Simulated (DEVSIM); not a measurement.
Structure: Co/SiO2/n-Si capacitor, at 300 K.

Layer 1 from the left is SiO2, thickness (nm) 2.10. Layer 2 from the left is Si, thickness (nm) 10000, Nd (cm⁻³) 3.3e15.

Metal gate on the left, work function 5 eV. Fixed charge at the semiconductor interface -1e11 cm⁻² (in units of +e); no interface traps.

Constants are typed, rounded textbook-type inputs, not results; the design itself was drawn at random and stands for no fabricated device. Values at 300 K.

SiO2: gap (eV) 9, affinity (eV) 0.9, permittivity 3.9. Si: gap (eV) 1.124, affinity (eV) 4.05, permittivity 11.7, Nc (cm⁻³) 2.86e19, Nv (cm⁻³) 3.1e19.

Problem. Estimate by hand the flat-band voltage, the threshold voltage, and compare with a numerical solution.

Solution. 
- Flat-band voltage: C = 1.64 μF/cm², work-function difference 0.716 V; VFB = φms − qNf/C = 0.73 V; numerical 0.73 V.
- Threshold voltage: φF = 0.327 V, depletion charge √(4εqNφF) = 2.67e-8 C/cm²; VT = VFB − 2φF − Qd/C = 0.06 V; numerical 0.06 V.

Model (solved in DEVSIM): 1D Poisson equation in equilibrium, Boltzmann statistics, complete ionisation; no quantum confinement or tunnelling. Metal contacts follow the ideal Schottky-Mott rule: no Fermi-level pinning, no interface dipoles.
